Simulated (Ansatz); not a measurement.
**A computed series for SrZrO3: pressure series**

Take SrZrO3 (space group I4/mcm, No. 140; a cell from a computed database, its experimental status unchecked) as the base.

Space group I4/mcm (No. 140); a = 5.736 Å, b = 5.736 Å, c = 8.324 Å, α = 90.00°, β = 90.00°, γ = 90.00°

```tsv
atom	site	symmetry	x	y	z
Sr	4b	-42m	0.0000	0.5000	0.2500
Zr	4c	4/m..	0.0000	0.0000	0.0000
O	8h	m.2m	0.1893	0.3107	0.0000
O	4a	422	0.0000	0.0000	0.2500
```
(The calculation used a cell of 10 atoms; values per cell refer to that cell.)

Cell and atoms are relaxed at each pressure.

The values are results of PBEsol (Ansatz, an electronic-structure program, PAW, without spin-orbit coupling), not measurements.

```tsv
case	smallest direct gap	shortest interatomic distance
base	3.75 eV	2.081 Å
pressure −2 GPa	3.73 eV	2.087 Å
pressure −1 GPa	3.74 eV	2.084 Å
pressure 0.3 GPa	3.75 eV	2.080 Å
pressure 0.7 GPa	3.75 eV	2.079 Å
pressure 1.5 GPa	3.76 eV	2.077 Å
pressure 3 GPa	(withheld)	(withheld)
pressure 5 GPa	3.79 eV	2.067 Å
pressure 7.5 GPa	3.81 eV	2.060 Å
```

### Question
Fill in the withheld entries from the trend.

### Answer

- pressure 3 GPa, smallest direct gap: 3.77 eV
- pressure 3 GPa, shortest interatomic distance: 2.073 Å

Load acts through the strain it causes; cell and atoms are relaxed under it. Stability against distortions was not tested. Competing high-pressure phases were not computed.
